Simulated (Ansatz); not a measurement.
# Step by step: formation energy of Cl_i in Mo (bcc, Im-3m)

Subject: the formation energy of Cl_i in Mo (bcc, Im-3m). Reaction: 64 Mo (bcc) + 1/2 Cl2 (gas) → cell A.

A: a supercell of 64 sites of Mo (bcc, Im-3m) with Cl off the lattice sites (6 Mo at 2.13–2.33 Å); spin state with PBE: run without spin.

Setting: static, neutral cells in Ansatz (PAW) whose structures rest at the PBE level. Ansatz (a quantum-chemistry and plane-wave program) runs with its default PAW set. Other levels take these structures. The lattices are those relaxed with PBE, so at other levels the solids can be strained, which adds to the spread. Larger cells are relaxed from a start prepared with the learned potential CHGNet, on a coarser mesh till forces fall under 0.03 eV/Å, which some starts already meet. A dispersion term (D3(BJ), or D4 for r2SCAN) was computed beside these levels and is taken off wherever the name lacks it. No Hubbard U is applied. Mesh and cell size may move defect energies by 0.1 eV or more. Cell A has symmetry I4/mmm within 0.02 Å and got no random move, so less symmetric positions, which may lie lower, weren't tried.

Total energies of the cells in eV, at zero smearing width. They compare only within one column; the weights balance every element.

```csv
cell,atoms,weight,r2SCAN,PBE+D3(BJ)
A: Mo:Cl_i,65,+1,-319003.80472,-318304.95209
Mo (bcc),64,−1,-317926.40025,-317230.85081
Cl2 (gas),2,−1/2,-2167.03331,-2158.91685
```

r2SCAN: (-319003.80472) − (-317926.40025) − 1/2 × (-2167.03331) = 6.112 eV.

PBE+D3(BJ): (-318304.95209) − (-317230.85081) − 1/2 × (-2158.91685) = 5.357 eV.
